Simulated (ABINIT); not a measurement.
**Convergence series on CaMg₂ (Cmcm, 6 atoms in the cell)**

Space group Cmcm (No. 63); a = 3.441 Å, b = 17.913 Å, c = 5.617 Å, α = β = γ = 90.00°

| atom | site | symmetry | x | y | z |
|---|---|---|---|---|---|
| Ca | 4c | m2m | 0.0000 | 0.7135 | 0.2500 |
| Mg | 4c | m2m | 0.0000 | 0.3951 | 0.2500 |
| Mg | 4c | m2m | 0.0000 | 0.0467 | 0.2500 |
(The calculation used a cell of 6 atoms; values per cell refer to that cell.)

Method: PBEsol, PAW (JTH v2.0 PBE PAW, files made for PBE) (plane waves; ABINIT 10.0.3).

The starting cell comes from a database of computed structures (which also holds hypothetical and non-ambient phases and stackings), without a prior relaxation at this level. The potentials were made for another functional than the one used. Without a gap this mesh is coarse (it stands for a supercell whose shortest vector is 14 Å).

Held fixed: pseudos = [Ca.GGA_PBE-JTH.xml, Mg.GGA_PBE-JTH.xml]; pawxcdev = 0; ixc = -116133; occopt = 6; tsmear = 0.00499791 Ha; ngkpt = 4 4 3; nshiftk = 1; shiftk = 0 0 0; potentials = JTH v2.0 PBE PAW; nband = 39; kptopt = 1; nstep = 80; tolvrs = 1e-10. Moved along with it: pawecutdg.

ΔF is the free energy per atom less that of the last row (80 Ry).

```tsv
ecut	ΔF (meV/atom)	pressure (GPa)	largest force (eV/Å)	plane waves	iterations
16 Ry	997.8	-32.94	0.115	1286	11
20 Ry	133.5	-4.00	0.077	1794	13
24 Ry	75.9	-0.78	0.083	2334	11
28 Ry	60.0	-1.16	0.079	2933	11
32 Ry	34.1	-1.28	0.078	3589	12
36 Ry	15.0	-1.01	0.077	4282	12
40 Ry	6.7	-0.68	0.076	5022	12
46 Ry	4.6	-0.57	0.078	6182	12
52 Ry	3.6	-0.61	0.078	7425	12
60 Ry	1.21	-0.61	0.077	9208	13
70 Ry	0.15	-0.56	0.078	11592	12
80 Ry	0.00	-0.56	0.077	14147	13
```

Largest force within 0.02 eV/Å of the last row: from ecut = 20 Ry on; the one before it is off by 0.038 eV/Å. The value it settles on is 0.077 eV/Å at this level of theory and with the other settings as held.

Energy within 10 meV/atom of the last row: from ecut = 40 Ry on; the one before it is off by 15 meV/atom.
